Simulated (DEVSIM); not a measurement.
Device: W/SiO2/p-GaAs capacitor, at 300 K.

| layer (left to right) | material | thickness (nm) | Na (cm⁻³) |
|---|---|---|---|
| 1 | SiO2 | 1.10 | - |
| 2 | GaAs | 2700 | 1.1e16 |

Metal gate on the left, work function 4.6 eV. Fixed charge at the semiconductor interface 0 cm⁻² (in units of +e); no interface traps.

This is a model device: material constants are rounded textbook-type values typed into the input, and sizes, dopings and lifetimes were drawn at random. Values at 300 K.

```tsv
parameter	SiO2	GaAs
gap (eV)	9	1.424
affinity (eV)	0.9	4.07
permittivity	3.9	12.9
Nc (cm⁻³)	-	4.7e17
Nv (cm⁻³)	-	9e18
```

DEVSIM, 1D Poisson equation in equilibrium, Boltzmann statistics, complete ionisation; no quantum confinement or tunnelling. Metal contacts follow the ideal Schottky-Mott rule: no Fermi-level pinning, no interface dipoles.

Task: Tabulate band edges, carrier densities and field at 0.0 V on the gate.

Result: Energies count from the Fermi level of the right contact; mesh points crowd at the junctions.

```
x (μm)     Ec (eV)  Ev (eV)  n (cm⁻³)  p (cm⁻³)  field (V/cm)
---------  -------  -------  --------  --------  ------------
0.000        3.700   -5.300     < 1e2     < 1e2        150000
0.0005500    3.708   -5.292     < 1e2     < 1e2        150000
0.001100     0.546   -0.878     3.1e8     16000         76000
0.002225     0.552   -0.872     2.5e8     20000         46000
0.005454     0.566   -0.858     1.4e8     35000         45000
0.01080      0.590   -0.834     5.7e7     88000         44000
0.02132      0.636   -0.788   9800000    520000         43000
0.05329      0.764   -0.660     68000     7.4e7         38000
0.1050       0.939   -0.485     < 1e2    6.3e10         30000
0.1998       1.151   -0.273     < 1e2    2.3e14         15000
0.3935       1.249   -0.175     < 1e2    1.0e16           400
0.9822       1.251   -0.173     < 1e2    1.1e16           ≈ 0
1.739        1.251   -0.173     < 1e2    1.1e16           ≈ 0
2.213        1.251   -0.173     < 1e2    1.1e16           ≈ 0
2.499        1.251   -0.173     < 1e2    1.1e16           ≈ 0
2.599        1.251   -0.173     < 1e2    1.1e16           ≈ 0
2.650        1.251   -0.173     < 1e2    1.1e16           ≈ 0
2.676        1.251   -0.173     < 1e2    1.1e16           ≈ 0
2.692        1.251   -0.173     < 1e2    1.1e16           ≈ 0
2.697        1.251   -0.173     < 1e2    1.1e16           ≈ 0
2.699        1.251   -0.173     < 1e2    1.1e16           ≈ 0
2.701        1.251   -0.173     < 1e2    1.1e16           ≈ 0
```
